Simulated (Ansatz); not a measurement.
What isotropic strain +2.50 % does to Zr

Take Zr in the hcp (Mg type) structure (space group P6_3/mmc, No. 194; a = 3.2443 Å, c = 5.1580 Å; relaxed with 0.1 eV smearing) as the base.

Now apply this change: an isotropic linear strain of +2.50 %; the atoms relax in the strained cell.

Level of theory: r2SCAN (Ansatz, a program for electronic structure; PAW; 500 eV plane waves; no spin-orbit coupling). Γ-centred 20×20×11 mesh, Fermi–Dirac width 0.1 eV.

```csv
quantity,base,changed,shift
volume per atom,23.51 Å³,25.32 Å³,+1.81 Å³
space group,P6_3/mmc (No. 194),P6_3/mmc (No. 194),–
shortest interatomic distance,3.187 Å,3.267 Å,+0.080 Å
energy relative to the base (free energy F),0 meV/atom,+37 meV/atom,+37 meV/atom
"pressure (mean of the normal stresses, compression positive)",0.0 GPa,-6.2 GPa,-6.2 GPa
band gap,zero,zero,–
```

Final structure:

```xyz
2
Lattice="3.3254 0.0000 0.0000 -1.6627 2.8799 0.0000 0.0000 0.0000 5.2870" Properties=species:S:1:pos:R:3 pbc="T T T"
Zr     1.6627     0.9600     3.9652
Zr     0.0000     1.9199     1.3217
```

Whether these cells are dynamically stable was not tested. The final runs are not spin-polarised.
